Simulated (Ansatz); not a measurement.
Given:

A slab with vacuum along the third vector:

```xyz
16
Lattice="3.0030 0.0000 0.0000 0.0000 4.2469 0.0000 0.0000 0.0000 27.0000" Properties=species:S:1:pos:R:3 pbc="T T T"
N      1.5015     0.0000     8.2854
Ti     1.5015     2.1235     8.4294
N      0.0000     2.1235     9.7255
Ti     0.0000     0.0000     9.6460
N      1.5015     0.0000    11.2636
Ti     1.5015     2.1235    11.2615
N      0.0000     2.1235    12.7514
Ti     0.0000     0.0000    12.7556
N      1.5015     0.0000    14.2486
Ti     1.5015     2.1235    14.2444
N      0.0000     2.1235    15.7364
Ti     0.0000     0.0000    15.7385
N      1.5015     0.0000    17.2745
Ti     1.5015     2.1235    17.3540
N      0.0000     2.1235    18.7146
Ti     0.0000     0.0000    18.5706
```

Slab: 16 atoms, N8Ti8, 10.5 Å thick at the start; k 12x9x1, smearing 0.1 eV, dipole-corrected; all atoms relaxed; symmetry of the start imposed; no spin, no spin-orbit, no U.

### Question
Predict the work function of the top face from PBE in Ansatz (a first-principles code).

### Answer
3.18 eV

### Question
What surface energy (mean of both faces) does PBE give?

### Answer
166 meV/Å²
